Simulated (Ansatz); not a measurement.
The reference is YN in the rock salt structure (space group Fm-3m, No. 225; a = 4.896 Å).

Computed with Kohn–Sham DFT with the r2SCAN functional, run in Ansatz (a first-principles code) with PAW and 500 eV plane waves, without spin-orbit coupling.

Before the change:

Smallest direct gap: 0.98 eV
Band gap: 0.58 eV

The change: every lattice vector is shortened by 0.50 %, atoms relaxed at fixed cell.

Q: What happens to the smallest direct gap, band gap and energy relative to the base?

A: The smallest direct gap decreases by 0.04 eV to 0.94 eV; the band gap drops by 0.026 eV (0.58 eV → 0.56 eV); the energy increases by 1.8 meV/atom.

The cells carry an imposed strain or load. Stability against distortions was not tested.
